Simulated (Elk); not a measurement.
Band structure of CaCu2P2 (I4/mmm, 5 atoms in the cell).

```yaml
crystal:
  lattice:
    - [-2.00325, 2.00325, 4.83650]
    - [2.00325, -2.00325, 4.83650]
    - [2.00325, 2.00325, -4.83650]
  atoms:
    - { symbol: Ca, position: [0.00000, 0.00000, 0.00000] }
    - { symbol: Cu, position: [0.75000, 0.25000, 0.50000] }
    - { symbol: Cu, position: [0.25000, 0.75000, 0.50000] }
    - { symbol: P, position: [0.61878, 0.61878, 0.00000] }
    - { symbol: P, position: [0.38122, 0.38122, 0.00000] }
```

Method of the run: LDA (PW92), all-electron FP-LAPW, Elk's shipped species files, LAPW+lo basis in Elk.

Settings: rgkmax = 7.5; stype = 0; swidth = 0.00367493 Ha; ngridk = 9 9 9; gmaxvr = 16 1/bohr; nxoapwlo = 1; rmtscf = 0.91; maxscl = 100.

The starting cell comes from a database of computed structures (which also holds hypothetical and non-ambient phases and stackings), without a prior relaxation at this level. Spin polarisation is off. Values depend on the basis (sphere radii, cutoffs, local orbitals), which need not be converged. The run gives no clean gap (levels at the Fermi energy touch, overlap or are partly filled at this smearing), which alone does not show that the compound is a metal.

Levels in eV from the Fermi level, bands 24 to 31:
```csv
point,24,25,26,27,28,29,30,31
Γ,-2.78,-2.78,-1.16,-1.16,-0.31,1.84,1.91,2.00
X,-3.56,-2.84,-2.67,-2.64,0.14,2.24,2.25,3.90
Y,-3.35,-2.84,-2.55,-2.37,0.18,2.24,2.31,3.83
S,-2.39,-2.29,-2.25,0.11,1.32,1.59,1.62,2.02
Z,-3.05,-1.94,-0.42,0.11,0.72,0.73,0.73,2.84
S1,-2.39,-2.29,-2.25,0.11,1.32,1.59,1.62,2.02
N,-3.26,-2.14,-1.35,-0.27,0.02,1.63,1.89,2.21
P,-3.26,-3.26,-2.67,-2.67,-0.29,3.54,3.54,3.61
Y1,-3.35,-2.84,-2.55,-2.37,0.18,2.24,2.31,3.83
```

Bands cross the Fermi level along this path, so the cell is metallic at this level.
